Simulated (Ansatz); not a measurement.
Levels about the gap of amorphous Hf$_{18}$O$_{34}$ (52 atoms in a cell of 673 Å³, 9.27 g/cm³; zone centre alone, so wide bands show as single levels with stretches between that a denser mesh fills), at the geometry that PBE relaxed, where it gives 3.7 GPa on a denser mesh. The participation number counts the atoms over which a state spreads; weights are charges in smoothed Voronoi cells. The levels come from a single point, so bond lengths are those of that geometry. Method of the levels: PBE, scalar-relativistic without spin-orbit coupling (Ansatz, an electronic-structure program). Sampling: the zone centre alone; Fermi-Dirac width 0.02 eV; no spin polarisation. The usual formal charges leave 4 electrons over, so the level spacing at the Fermi energy parts defect or band states and needn't be the band gap.

A CHGNet melt-quench gave the starting glass, which DFT then relaxed. O atoms were pushed apart under 1.9 Å during the dynamics, to hinder bonds among them. The hot cell started wider than the set density and was brought back towards it in steps. It is the lowest in DFT energy of 2 quenches. It is a model cell: composition and starting density were chosen by hand, and all elements were melted together. No dispersion term was used. Its density started from a set value of 9.27 and ended at 9.27 g/cm³. The quench (nominally 380 K/ps over its main leg) was far faster than any real one, so the model tends to hold more defects than a real film. One small periodic cell is one sample of the glass; other quenches scatter about these values. The volume was held where the preparation left it, at a PBE pressure of 3.7 GPa. Stress components on the final sampling reach 5.0 GPa.

```tsv
E - E(highest filled), eV	filling	participation number	largest on	weight O	weight Hf
-3.33	filled	8.3	O, 3 neighbours	0.95	0.05
-3.20	filled	18.0	O, 3 neighbours	0.95	0.05
-3.11	filled	8.3	O, 3 neighbours	0.95	0.05
-3.06	filled	3.8	O, 3 neighbours	0.95	0.05
-2.98	filled	5.1	O, 3 neighbours	0.94	0.06
-0.38	filled	10.9	Hf, 8 neighbours	0.37	0.63
0.00	filled	11.7	Hf, 5 neighbours	0.37	0.63
0.88	empty	25.8	Hf, 6 neighbours	0.44	0.56
1.01	empty	28.4	Hf, 8 neighbours	0.41	0.59
1.29	empty	22.1	Hf, 6 neighbours	0.38	0.62
1.38	empty	18.7	Hf, 5 neighbours	0.38	0.62
1.48	empty	18.5	Hf, 8 neighbours	0.37	0.63
1.55	empty	23.9	Hf, 6 neighbours	0.44	0.56
1.60	empty	30.0	Hf, 6 neighbours	0.38	0.62
```

Most localised among these is the filled level at -3.06 eV, on a O atom, which has 3 neighbours (Hf 2.05 Å, Hf 2.08 Å, Hf 2.27 Å).
